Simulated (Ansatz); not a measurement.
Base system: CuCl in the zinc blende structure (space group F-43m, No. 216).

```
CuCl
1.0
    0.00000     2.71202     2.71202
    2.71202     0.00000     2.71202
    2.71202     2.71202     0.00000
Cl Cu
1 1
Direct
  0.75000   0.75000   0.75000
  0.00000   0.00000   0.00000
```

Level of theory: Kohn–Sham DFT with the PBE functional, run in Ansatz (an electronic-structure program) with PAW and 420 eV plane waves, spin-orbit coupling left out.

One change was made to it. Results:

| quantity | base | after |
|---|---|---|
| gap character | direct at Γ | direct at Γ |
| band gap | 0.53 eV | 0.58 eV |
| volume per atom | 19.95 Å³ | 19.38 Å³ |
| width of the top valence band | 1.08 eV | 1.16 eV |

### Question
Which change produced these results?
A. pressure 1.5 GPa
B. pressure 0.3 GPa
C. pressure −1 GPa
D. pressure −2 GPa

### Answer
A, pressure 1.5 GPa. For comparison, the band gap in the other runs: pressure −1 GPa gives 0.49 eV; pressure −2 GPa gives 0.45 eV; pressure 0.3 GPa gives 0.54 eV.

Load acts through the strain it causes; cell and atoms are relaxed under it. No phonon test of stability was made. No Hubbard U is applied. All final runs are without spin polarisation.
